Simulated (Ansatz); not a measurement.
## Ru: stress against strain

Ru (hcp, P6_3/mmc, 13.093 Å³/atom at rest, c along z) under a strain ε along c (axis z), the other axes held. LDA in Ansatz, a plane-wave DFT program (PAW, default set), 420 eV, 25×25×14 Γ-centred mesh, Fermi-Dirac smearing 0.10 eV; ions are relaxed within the symmetry of each cell. Stress is positive for a compressed cell.

Here s stands for strain and y for stress zz.

```
strain (%)  stress zz (GPa)
----------  ---------------
-3.00                     ?
-1.50                 11.74
-1.00                  7.68
-0.50                  3.77
0.00                   0.00
0.50                  -3.63
1.00                  -7.13
1.50                 -10.49
```

Problem. Using a straight line, estimate the missing y at s = -3.00 from the other rows, showing the fit.

Solution. Means: s 0, y 0.277. About the means, the sum of products is -51.855 and the sum of squares of s is 7.0000; the slope is their ratio. Least squares gives y = 0.277 - 7.4079·s. Residuals (row less fit): 0.351, -0.005, -0.211, -0.277, -0.203, 0.001, 0.345; standard error 0.285 (degrees of freedom: 5). The slope gives the elastic constant C33 = 741 ± 11 GPa. At the withheld row, y = 0.277 - 7.4079 × (-3.0) = 22.501 GPa. The calculation gives 24.79 GPa, 2.289 GPa above the prediction (6.5 % of the range of y in the table). The row lies outside the fitted rows, so this is an extrapolation. From the scatter of the fitted rows alone, a prediction at this place has a standard error of 0.443 GPa, so the miss is 5.2 times that.

One order more, fitted to all 13 runs of the series, follows each within 0.03, so the miss is the next term of a smooth law. In a metal these values are sensitive to mesh and smearing; energies are taken to zero smearing, stresses follow the free energy. Rows are the converged runs of the series near zero and its far end; series whose fitted rows scatter by over a few per cent of the range, as at a crossing or softening among them, aren't shown in this form. Most that stay on the fit to the last digits aren't either.
